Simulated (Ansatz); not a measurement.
Consider CaO in the rock salt structure (space group Fm-3m, No. 225; a = 4.767 Å).

The values are results of DFT with PBEsol, PAW potentials and a 420 eV plane-wave cutoff in Ansatz (a program for electronic structure), no spin-orbit coupling, not measurements.

Carriers are added at fixed cell with a uniform background; the Fermi–Dirac width is that of 300 K.

One change was made to it. Results:

```json
[
 {"quantity": "Fermi level relative to the doped band's edge (positive inside the band; to 0.05 eV)", "base": "–", "after": "+0.55 eV"},
 {"quantity": "gap character", "base": "indirect, Γ → X", "after": "indirect, Γ → X"}
]
```

Q: What was done to the base?
A. electrons 5.0×10^20 cm⁻³
B. electrons 1.0×10^22 cm⁻³
C. electrons 3.0×10^21 cm⁻³
D. holes 3.0×10^21 cm⁻³
E. holes 5.0×10^20 cm⁻³

A: C, electrons 3.0×10^21 cm⁻³. For comparison, the Fermi level from band edge in the other runs: holes 5.0×10^20 cm⁻³ gives +0.05 eV; electrons 1.0×10^22 cm⁻³ gives +1.15 eV; electrons 5.0×10^20 cm⁻³ gives +0.15 eV; holes 3.0×10^21 cm⁻³ gives +0.20 eV.

Carriers are added with a uniform compensating background; total energy and stress of such cells depend on the potential's zero and are not compared; many-body gap narrowing is missing at this level. Stability against distortions was not tested.
